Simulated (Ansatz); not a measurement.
Take Mo in the bcc (W type) structure (space group Im-3m, No. 229; a = 3.130 Å) as the base. Axes: x, y, z lie along the cube axes.

All numbers come from plane-wave PAW DFT at the PBEsol level (Ansatz, an electronic-structure program, 420 eV), no spin-orbit coupling, earlier PAW set.

For the base:

The band gap is zero.

Modification: a free-standing slab of 4 layers (4 atoms, 1 a layer) is cut normal to [110], with 15 Å of vacuum and the in-plane cell held at bulk.

**Question.** What happens to the excess energy per area of both faces, change of the spacing d23 from its bulk value of 2.213 Å, change of the spacing d12 from its bulk value of 2.213 Å and band gap?

**Answer.** The excess energy per area of both faces (slab less bulk energy over the cell's area: twice a surface energy) is 6.3 J/m² (uncertain by up to 0.09 J/m²); the change of the spacing d23 from its bulk value of 2.213 Å is +0.6 %; the change of the spacing d12 from its bulk value of 2.213 Å is -4.2 %; the band gap remains zero.

Slab and bulk use different k-meshes, which limits the precision of the excess energy. No phonon test of stability was made. The final runs are not spin-polarised.
